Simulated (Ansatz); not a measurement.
Consider a periodic stack without vacuum, fcc Al (1 1 0) on beta Ga2O3 (0 1 0) (film strained to the substrate, faces as cut): substrate slab Ga40O60, film Al48, surface cells [[0, -1], [1, 0]] and [[0, -2], [3, -1]], film strained by -0.2 and +2.8 %, faces GaO/GaO and Al/Al as cut (like faces can put a slab off its formula). Its start:

```xyz
148
Lattice="5.8773 0.0000 -0.0210 2.9486 12.1009 -0.0330 -3.7800 -5.0961 27.9751" Properties=species:S:1:pos:R:3 pbc="T T T"
Ga     7.1936    10.9785     2.4516
Ga     2.5908     6.8757     0.6899
Ga     4.1237    10.1284     1.0811
Ga     5.9292     7.9796     2.6189
O      2.9358    10.0982     2.5673
O      6.9872     8.1185     0.9712
O      5.5966     9.9535     2.4660
O      4.0213     8.2258     0.6266
O      2.7759     6.1201     2.4239
O      4.1387    -0.1633     0.8949
Ga     5.7215     5.2994     0.7692
Ga     1.3307     1.0813     2.4177
Ga     2.6897     4.1603     2.4624
Ga     4.3361     1.8222     0.9800
O      1.2934     4.0147     1.0183
O      5.5475     1.8898     2.4675
O      4.1414     4.0993     0.9892
O      2.9151     2.1038     2.4117
O      1.2944    -0.0182     0.8902
O      5.6714     6.0807     2.4970
Ga     7.2397    11.0286     5.5565
Ga     2.8690     7.1294     3.9844
Ga     4.1926    10.1991     4.0797
Ga     5.8916     7.9483     5.6186
O      3.0031    10.1604     5.6005
O      7.1357     8.0446     4.0915
O      5.6497    10.0037     5.5642
O      4.4490     8.1599     4.0206
O      2.9096     6.1040     5.5484
O      4.2134    -0.0621     4.0182
Ga     5.7488     4.9613     3.9949
Ga     1.3782     1.0875     5.5452
Ga     2.7502     4.1490     5.5577
Ga     4.3718     1.9050     4.0300
O      1.5094     4.0908     4.0242
O      5.6132     1.9549     5.5406
O      4.1567     3.9421     3.9733
O      2.9703     2.1111     5.5462
O      1.3966     0.0519     3.9875
O      5.7508     5.9934     5.5598
Ga     4.3418    -1.0682     8.6790
Ga     2.8796     7.1373     7.1055
Ga     4.2471    10.2030     7.1152
Ga     5.9175     7.9566     8.6730
O      3.0465    10.1525     8.6535
O      7.1186     8.0053     7.1317
O      5.6976    10.0077     8.6598
O      4.4749     8.1508     7.1158
O      2.9375     6.1212     8.6712
O      4.2763    -0.0284     7.1315
Ga     5.8005     4.9667     7.1209
Ga     1.4202     1.1142     8.6490
Ga     2.7861     4.1672     8.6584
Ga     4.4345     1.9333     7.0982
O      1.5672     4.1038     7.1268
O     -0.2138     1.9962     8.6439
O      4.2015     3.9598     7.1023
O      3.0142     2.1352     8.6747
O      1.4370     0.0701     7.1097
O      5.7820     5.9964     8.6828
Ga     4.3613    -1.0503    11.7785
Ga     2.9063     7.1480    10.2253
Ga     4.2880    10.2187    10.1570
Ga     5.9238     7.9786    11.7507
O      0.1021    -1.9514    11.7226
O      1.2572     7.9945    10.2447
O      2.7684    -2.0488    11.7533
O      4.5031     8.1568    10.2245
O      2.9715     6.1678    11.8311
O      4.3233    -0.0132    10.2180
Ga     5.8487     4.9980    10.2566
Ga     1.4701     1.1466    11.7353
Ga     2.8690     4.1909    11.7568
Ga     4.4613     1.9440    10.1501
O      1.6213     4.1501    10.2456
O     -0.1526     2.0392    11.6880
O      4.2497     3.9929    10.2287
O      3.0729     2.1316    11.7428
O      1.4712     0.0812    10.2026
O      5.8275     5.9923    11.8599
Ga    -1.3740    -0.8006    15.1691
Ga     2.9670     7.3118    13.3031
Ga     1.3387    -1.7787    13.1894
Ga     6.0846     8.3489    14.8426
O      0.1493    -1.9347    14.8077
O      1.2972     8.1002    13.3091
O      2.7546    -1.8504    14.8545
O      4.5684     8.2851    13.2737
O      3.1183     6.5832    15.0637
O      4.3890    -0.0348    13.3321
Ga     5.8878     4.8731    13.3637
Ga     1.3706     0.9790    15.0186
Ga     2.8233     3.8737    14.8721
Ga     4.5164     1.8891    13.1536
O      1.6696     4.0660    13.3077
O     -0.1689     2.0984    14.7956
O      4.2641     3.9305    13.3185
O      3.1123     1.9883    14.8332
O      1.4713     0.1520    13.3019
O      6.0021     5.5432    15.1750
Al     2.7637     6.6532    18.4544
Al     5.5969     6.8509    18.5391
Al     2.8797    -1.4848    18.6702
Al    -0.0875    -1.3782    18.5457
Al     2.7762     2.8501    18.4102
Al    -0.1795     2.6672    18.3244
Al    -1.6200    -3.4042    17.3480
Al     1.3681    -1.7779    16.1507
Al     1.5850     0.5745    17.5297
Al     4.4840     1.6675    16.0774
Al     1.8059     5.7436    16.0941
Al     4.7330     6.5795    16.0288
Al    -0.0655     6.7852    21.3650
Al     2.8805     6.6255    21.2819
Al    -0.1076    -1.1874    21.3712
Al     2.9119    -1.2557    21.3958
Al    -0.1110     2.8015    21.2609
Al     2.8528     2.8565    21.2906
Al     1.3292    -3.3125    20.0686
Al    -1.4773    -3.4077    20.0973
Al    -1.6415     0.7411    19.7418
Al     1.3509     0.8077    20.1251
Al     4.3152     4.7051    19.7814
Al     1.2388     4.7501    19.7402
Al     3.0896     6.8697    24.0627
Al    -0.0017     6.9505    24.1123
Al     3.0669    -1.2029    24.2319
Al     0.0320    -1.0909    24.1877
Al     2.8649     2.8628    24.2397
Al    -0.0226     2.6836    24.0671
Al    -1.4103    -3.2337    22.8510
Al     1.4732    -3.1223    22.8577
Al     1.5541     0.7700    22.8636
Al    -1.5305     0.8456    22.6907
Al     1.4081     4.7917    22.7623
Al     4.4020     4.7645    22.7245
Al     0.1556     7.2226    27.0528
Al     3.3565     6.5766    27.0408
Al     0.0790    -1.1273    27.1432
Al     3.3927    -1.4470    27.1774
Al     0.4387     3.0124    26.7785
Al     2.9666     3.3725    27.1671
Al     1.5785    -2.9952    25.7682
Al    -1.1956    -3.3117    25.6495
Al    -1.4583     0.8238    25.7226
Al     1.5803     0.7482    25.7746
Al     4.6071     4.7656    25.5041
Al     1.5264     5.2083    25.5964
```

The start was prepared with a machine-learned potential, and the result is one local minimum, with the in-plane cell held and forces under 0.04 eV/Å; the film can end far from its bulk form.

Computed with PBE (plane waves to 420 eV, PAW; Ansatz, a first-principles code). No spin–orbit coupling; the runs are not spin-polarised; PBE gaps are too small against experiment. Its k-point mesh 5×2×1, Fermi–Dirac width 0.05 eV.

**Question.** Predict the relaxed interface.

**Answer.** The interface area comes out as 71.1 Å². The period is 27.66 Å, the gaps between the outermost planes at the two interfaces is 0.87 and 1.55 Å and the Al–Ga contacts across the interfaces within 1.22 times the sum of covalent radii is 18, mean 2.71 Å. The Al–O contacts across the interfaces within 1.22 times the sum of covalent radii is 14, mean 1.85 Å and the estimate of the barrier is withheld, since the Fermi level falls at or inside a band of the host, which a slab this thin can't settle.
